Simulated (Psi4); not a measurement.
Psi4 1.11, HF/def2-svp: Si(H)(Me)(OMe)2 (CO[SiH](C)OC), 16 atoms. The geometry is a generated start, not checked to be a minimum at this level.

* **task**: energy
* **method**: scf
* **basis**: def2-svp
* **memory**: 3 GB
* **maxiter**: 100
* **keys of the molecule block**: symmetry c1
* **scf_type**: df (default)
* **e_convergence**: 1e-06 (default)
* **d_convergence**: 1e-06 (default)
* **basis functions**: 138

```xyz
16

Si     0.1895     0.7123    -0.4248
C     -0.4293     1.9791     0.8371
O      1.3106    -0.0797     0.4506
C      2.1363    -1.1366     0.0551
O     -0.9580    -0.2486    -1.0744
C     -1.8952    -1.0761    -0.4465
H      0.6874     1.2491    -1.6839
H     -0.8703     1.5049     1.7103
H     -1.1854     2.6159     0.3893
H      0.3759     2.6169     1.1830
H      1.5647    -1.9268    -0.4370
H      2.6202    -1.5373     0.9466
H      2.9033    -0.7774    -0.6378
H     -2.6205    -0.4821     0.1153
H     -1.4099    -1.7756     0.2395
H     -2.4193    -1.6380    -1.2222
```

With the defaults (damping_percentage = 0, diis_start = 1, level_shift = 0, level_shift_cutoff = 0.01, guess = auto, which took SAD, scf_initial_accelerator = adiis, soscf = false, soscf_start_convergence = 0.01, diis_max_vecs = 10) it converges in 7 SCF iterations. One run each on 2 threads, with these changes:
- soscf = true, soscf_start_convergence = 0.001
- guess = core
- damping_percentage = 60
- diis_max_vecs = 6
- scf_initial_accelerator = none
- diis_start = 4
- level_shift = 0.5, level_shift_cutoff = 0.001
- guess = sapgau
- damping_percentage = 20

### Question
Which runs fail or end elsewhere than the default run?

### Answer
No convergence: damping_percentage = 60 (the run ends without SCF convergence in 100 iterations). The rest reach the solution of the defaults.

| setting | SCF iterations | JK calls | end |
|---|---|---|---|
| soscf = true, soscf_start_convergence = 0.001 | 6 | 17 | same solution |
| the defaults | 7 | 8 | same solution |
| scf_initial_accelerator = none | 7 | 8 | same solution |
| diis_max_vecs = 6 | 7 | 8 | same solution |
| diis_start = 4 | 8 | 9 | same solution |
| level_shift = 0.5, level_shift_cutoff = 0.001 | 8 | 9 | same solution |
| guess = sapgau | 9 | 9 | same solution |
| guess = core | 11 | 11 | same solution |
| damping_percentage = 20 | 15 | 16 | same solution |
| damping_percentage = 60 | 100 | 101 | no convergence |

An SOSCF iteration holds several JK calls; a Hückel guess adds calls on atoms.
